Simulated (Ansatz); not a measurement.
GaN, response to strain

The parent structure is GaN in the zinc blende structure (space group F-43m, No. 216; a = 4.455 Å). Axes: x, y, z lie along the cube axes.

Strains are applied to the cell and any free atomic positions relax.

All numbers come from LDA (Ansatz, an electronic-structure program; PAW; 420 eV plane waves; without spin-orbit coupling).

| uniaxial strain ε_zz (%) | band gap (eV) |
|---|---|
| 0 | 1.96 |
| 0.5 | 1.91 |
| 1 | ? |
| 1.5 | 1.83 |
| 2.5 | 1.75 |
| 3 | 1.71 |

**Question.** Fit E_g = E₀ + Dε (ε in %) to the rows shown and predict the withheld row.

**Answer.** Least squares on the printed values gives E₀ = 1.96 eV, D = -82.3 meV per % of strain (largest residual 0.00 eV); this predicts 1.87 eV, and the run gives 1.87 eV, in agreement.

Whether these cells are dynamically stable was not tested. This is not the structure that GaN has at room temperature and ambient pressure.
